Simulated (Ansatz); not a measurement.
Take Al in the fcc (Cu type) structure (space group Fm-3m, No. 225) as the base.

```yaml
crystal:
  lattice:
    - [0.00000, 1.99601, 1.99601]
    - [1.99601, 0.00000, 1.99601]
    - [1.99601, 1.99601, 0.00000]
  atoms:
    - { symbol: Al, position: [0.00000, 0.00000, 0.00000] }
```

Cartesian axes are those of the cell as printed.

Calculations: r2SCAN/PAW in Ansatz (a program for electronic structure), no spin-orbit coupling.

Before the change:

```
Quantity                         Value
-----------------------------  -------
Shortest interatomic distance  2.823 Å
Pressure                       0.0 GPa
```

It is then changed as follows: the symmetric strain tensor [0.0145 0.0129 -0.0033; 0.0129 0.0039 0.0144; -0.0033 0.0144 -0.0076]; the atoms relax in the strained cell.

Task: What happens to the shortest interatomic distance?

Result: The shortest interatomic distance falls by 0.046 Å to 2.777 Å.

Task: What does the calculation give for the pressure after the change?

Result: The pressure (mean of the normal stresses, compression positive) goes from zero to -0.7 GPa.

Task: What happens to the energy relative to the base?

Result: The energy rises by 5.0 meV/atom.

Without a gap, meshes like the base's 20×20×20 leave anisotropic stresses uncertain by several tenths of a GPa, and small strain energies with them. No phonon test of stability was made.
